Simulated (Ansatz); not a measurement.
The cell is built on a prototype and need not be the phase stable at ambient conditions.

By r2SCAN, the system below comes out a metal.

The ballistic (Sharvin) conductance counts the channels at the Fermi level: G/A = (e²/h) × channels of both spins per area.

Here is the system:

```
CELL_PARAMETERS angstrom
      3.71465     0.00000     0.00000
     -1.85732     3.21698     0.00000
      0.00000     0.00000     6.34786
ATOMIC_POSITIONS crystal
  Ga 0.00000 0.00000 0.00000
  Ga 0.00000 0.00000 0.50000
  As 0.33333 0.66667 0.25000
  As 0.66667 0.33333 0.75000
```

Space group of this cell: P6_3/mmc, NiAs type. The cell was relaxed by PBE-D3(BJ); by r2SCAN its mean pressure is 0.5 GPa.

The current flows along the normal of the first two printed cell vectors. No spin-orbit coupling; the value is a mean over 0.1 eV about the Fermi level.

Task: Predict the ballistic conductance per area from r2SCAN (Ansatz, a program for electronic structure).

Result: 0.75 × 10¹⁵ S/m² for both spins.
